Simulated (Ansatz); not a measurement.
Given:

```
CELL_PARAMETERS angstrom
      3.75088     0.00000     0.00000
      0.00000     3.75088     0.00000
      0.00000     0.00000     5.83351
ATOMIC_POSITIONS crystal
  Cu 0.50000 0.50000 0.00000
  Cu 0.00000 0.00000 0.00000
  Cu 0.50000 0.00000 0.29752
  Cu 0.00000 0.50000 0.70248
  As 0.50000 0.00000 0.70947
  As 0.00000 0.50000 0.29053
```

Calculation: PBEsol, DFPT electron-phonon coupling, linearised Boltzmann equation (plane waves, PAW, scalar-relativistic; Ansatz, an electronic-structure program). Geometry: relaxed with this functional, without spin-orbit coupling.

Question: What phonon-limited resistivity does this give at 300 K?

Answer: 12.2 (x), 12.2 (y), 15.7 (z) μΩ·cm.

Question: How long is the mean free path there?

Answer: 8.2 (x), 8.2 (y), 8.0 (z) nm, weighted by the current that each state carries. Wires not much wider than this gain resistivity from their walls.

A metal at this level (no band gap). Only scattering by harmonic phonons is included (no impurities, grain boundaries, electron-electron scattering or thermal expansion). Spin-orbit coupling is left out. The squared frequency of the phonon mode least converged on the k mesh is uncertain by about 16 %. The run warned that the eigensolver left some states short of its tolerance. Halving the electron mesh (24x24x16) moves the resistivity by up to 8 % at 300 K, the mean free path by up to 1 %. Smearing 0.20 eV; phonons on a 4x4x3 q mesh, which this run doesn't test.

Formula and space group known from diffraction (Crystallography Open Database), not checked to be the room-temperature form: Cu2As (P4/nmm).
